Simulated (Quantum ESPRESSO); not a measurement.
Quantum ESPRESSO is run on Ca (Fm-3m, 1 atom in the cell), and the run fails. The aim is a self-consistent single point with DFT, PBE, plane waves, GBRV 1.5 ultrasoft (PBE) pseudopotentials.

Cell that was meant: a = 4.0262 Å, b = 4.0262 Å, c = 4.0262 Å, α = 60.00°, β = 60.00°, γ = 60.00°.

Part of the input:

```fortran
   2.8469670000     0.0000000000     2.8469670000
   2.8469670000     2.8469670000     0.0000000000
ATOMIC_POSITIONS {alat}
Ca1    0.0000000000    0.0000000000    0.0000000000
K_POINTS {automatic}
8 8 8  0 0 0
```

Output, abridged:

```
     This program is part of the open-source Quantum ESPRESSO suite
     for quantum simulation of materials; please cite

 %%%%%%%%%%%%%%%%%%%%%%%%%%%%%%%%%%%%%%%%%%%%%%%%%%%%%%%%%%%%%%%%%%%%%%%%%%%%%%
     Error in routine read_cards (1):
     species Ca1 in ATOMIC_POSITIONS is nonexistent
 %%%%%%%%%%%%%%%%%%%%%%%%%%%%%%%%%%%%%%%%%%%%%%%%%%%%%%%%%%%%%%%%%%%%%%%%%%%%%%

     stopping ...
```

Q: From the messages shown, name the fault and mend the input.

A: The fault is an atom label that is not in the list of species. Labels in the positions must match the species card. To fix it, correct the label. The program stopped before any SCF iteration.

The sound input it was made from differs as follows (other fixes are possible):
```diff
-Ca1    0.0000000000    0.0000000000    0.0000000000
+Ca    0.0000000000    0.0000000000    0.0000000000
```

With that input, the run converged in 6 iterations: free energy E − TS -1019.3850 eV; Fermi level (on the code's own zero) 4.33 eV; pressure -1.39 GPa (DFT, PBE, plane waves, GBRV 1.5 ultrasoft (PBE) pseudopotentials).

On the sound input: the starting cell comes from a database of computed structures (which also holds hypothetical and non-ambient phases and stackings), without a prior relaxation at this level. Its lattice was rescaled by a random factor within 2.5 % of one.
